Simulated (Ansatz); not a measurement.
C11b WSi₂ was calculated with RPBE (PAW; Ansatz, a quantum-chemistry and plane-wave program).

Settings: plane-wave cutoff 520 eV, 24×24×24 k mesh, Fermi–Dirac smearing 0.05 eV, no spin polarisation, scalar-relativistic PAW data made under PBE.

Cell (relaxed at this level):

```
WSi2
1.0
   -1.62143     1.62143     3.94866
    1.62143    -1.62143     3.94866
    1.62143     1.62143    -3.94866
Si W
2 1
Direct
  0.66548   0.66548   0.00000
  0.33452   0.33452   0.00000
  0.00000   0.00000   0.00000
```

Predict the bulk modulus and pressure derivative B′ of the bulk modulus.


- bulk modulus: 211 GPa
- pressure derivative B′ of the bulk modulus: 4.4

The run finds no gap.

Note: the bulk modulus comes from volumes at which shape and atoms were relaxed.

Spin–orbit coupling is not included.

Static lattice: no zero-point or thermal effects.
